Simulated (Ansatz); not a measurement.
Take BN in the zinc blende structure (space group F-43m, No. 216; a = 3.6057 Å) as the base. Axes: x, y, z lie along the cube axes.

Level of theory: PBEsol, PAW, 420 eV (Ansatz, a quantum-chemistry and plane-wave program; no spin-orbit coupling).

For the base:

```
Quantity                             Value
---------------------  -------------------
Pressure                          0.0 kbar
Band gap                           4.30 eV
Valence-band top at Γ  0.00, 0.00, 0.00 eV
Volume per atom                    5.86 Å³
```

The change: biaxial strain +2.08 %, plane normal [111], relaxed out of plane (Cartesian); in-plane vectors clamped, the third vector and the atoms free.

**Question.** How does this affect the pressure?

**Answer.** The pressure (mean of the normal stresses, compression positive) goes from zero to -133.6 kbar.

**Question.** What does the calculation give for the band gap after the change?

**Answer.** The band gap shrinks by 0.12 eV (4.30 eV → 4.18 eV).

**Question.** How does this affect the valence-band top at Γ?

**Answer.** The valence-band top at Γ (three highest levels, from the VBM) becomes 0.00, -0.10, -0.10 eV (base: 0.00, 0.00, 0.00 eV).

**Question.** What happens to the volume per atom?

**Answer.** The volume per atom increases by 0.23 Å³ (5.86 Å³ → 6.09 Å³).

Stability against distortions was not tested.
